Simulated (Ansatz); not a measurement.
CdS (P6_3mc), r2SCAN with spin-orbit coupling, rigid bands (Ansatz, an electronic-structure program): N_v = 4.79e19 cm⁻³ at 300 K and a hole conductivity mass of 1.16 mₑ along y (a = (4.12, 0.00, 0.00) Å; b = (-2.06, 3.57, 0.00) Å; c = (0.00, 0.00, 6.71) Å).

### Question
For 1e17 holes per cm³ at 300 K, place the Fermi level, estimate the Seebeck coefficient of a parabolic band with constant τ, and give mobility and conductivity for τ = 5 fs.

### Answer
The level lies k_BT ln(N_v/p) = 0.160 eV above the valence-band maximum. S ≈ +(k_B/e)[ln(N_v/p) + 5/2] = 747 μV/K, against 777 μV/K from the full bands (mean over directions). μ = eτ/m = 7.58 cm²/(V·s) and σ = peμ = 0.121 S/cm. τ is assumed, not computed.

Band transport and this doping are assumed; polarons and phonon drag are left out. Geometry: cell and atoms relaxed with PBEsol.
